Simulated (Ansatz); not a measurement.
## SrHfN2 (R-3m, No. 166, 4 atoms in the cell; start mp-9383)

Level of theory: r²SCAN in Ansatz (plane waves, PAW).

Run with plane-wave cutoff 560 eV, 12×12×12 k mesh, Fermi–Dirac smearing 0.01 eV, scalar-relativistic PAW data made under PBE.

Cell (relaxed at this level):

HfSrN$_{2}$ is taken in the trigonal space group R-3m, hexagonal axes (No. 166), Pearson symbol hR4. Conventional cell: a = 3.3410 Å, b = 3.3410 Å, c = 17.7119 Å, α = 90.00°, β = 90.00°, γ = 120.00°. Sr on 3a sees 6 N at 2.625 Å (octahedral). Hf on 3b is surrounded by 6 N at 2.257 Å (octahedral). N on 6c has 3 Hf at 2.257 Å and 3 Sr at 2.625 Å (octahedral). (Neighbours: up to the widest gap in distance over summed covalent radii, below 1.35, at either atom; cation-cation and far metal-metal contacts left out.)
(The calculation used a cell of 4 atoms; values per cell refer to that cell.)

For SrHfN2 (R-3m, No. 166, 4 atoms in the cell; start mp-9383), the band gap comes out as 0.63 eV (on the SCF k mesh), the direct gap at Γ comes out as 2.81 eV and the bulk modulus B0 comes out as 168 GPa.

Note: the relaxation could not lower the start's symmetry, so the cell can be a saddle point above a distorted one; the bulk modulus is −V dP/dV from two relaxed cells at ±2 % in volume.

Spin–orbit coupling is not included.

Static lattice: no zero-point or thermal effects.

A start named mp-… is a Materials Project structure, which need not be a measured phase.

Ansatz is a program for electronic structure.
